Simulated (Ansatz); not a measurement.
The parent structure is MgB2 (space group P6/mmm, No. 191; relaxed with 0.1 eV smearing).

```xyz
3
Lattice="3.0640 0.0000 0.0000 -1.5320 2.6535 0.0000 0.0000 0.0000 3.4977" Properties=species:S:1:pos:R:3 pbc="T T T"
Mg     0.0000     0.0000     0.0000
B      1.5320     0.8845     1.7488
B      0.0000     1.7690     1.7488
```

Cartesian axes are those of the cell as printed.

All numbers come from PBEsol in Ansatz (plane waves to 420 eV, PAW, spin-orbit coupling left out).

For the base:

The volume per atom is 9.48 Å³. The pressure is 0.0 GPa.

Modification: tensile biaxial strain of 2.50 % in the plane normal to [001], as in epitaxy on a mismatched substrate; the out-of-plane cell vector and the atoms relax.

**Question.** What happens to the volume per atom?

**Answer.** The volume per atom goes up by 0.40 Å³ (9.48 Å³ → 9.88 Å³).

**Question.** What does the calculation give for the pressure after the change?

**Answer.** The pressure (mean of the normal stresses, compression positive) goes from zero to -7.2 GPa.

Whether these cells are dynamically stable was not tested. All final runs are without spin polarisation.

Ansatz is an electronic-structure program.
